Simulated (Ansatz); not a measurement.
Seebeck coefficient (μV/K, mean over directions) of n-type Cu₂O (Pn-3m) against carrier density, PBEsol, rigid bands run with Ansatz (an electronic-structure program). Computed gap 0.56 eV; densities at which minority carriers matter at this gap, or further valleys turn the trend, are left out. Conductivity mass 0.96 mₑ (harmonic mean over directions), N_c = 2.4e19 cm⁻³ at 300 K.

```
electron density  300 K  500 K
----------------  -----  -----
3e18 cm⁻³          -393   -459
1e19 cm⁻³          -292    ___
3e19 cm⁻³          -203   -265
1e20 cm⁻³          -118   -171
3e20 cm⁻³           ___    -99
1e21 cm⁻³           ___    -49
```

Q: Some entries are withheld; supply them.

A: 
- 1e19 cm⁻³, 500 K: -356
- 3e20 cm⁻³, 300 K: -63
- 1e21 cm⁻³, 300 K: -29

Rigid bands with a gap fixed in temperature, one relaxation time for all states, no polarons or phonon drag, and whether or not such doping can be reached. Spin-orbit coupling is left out.
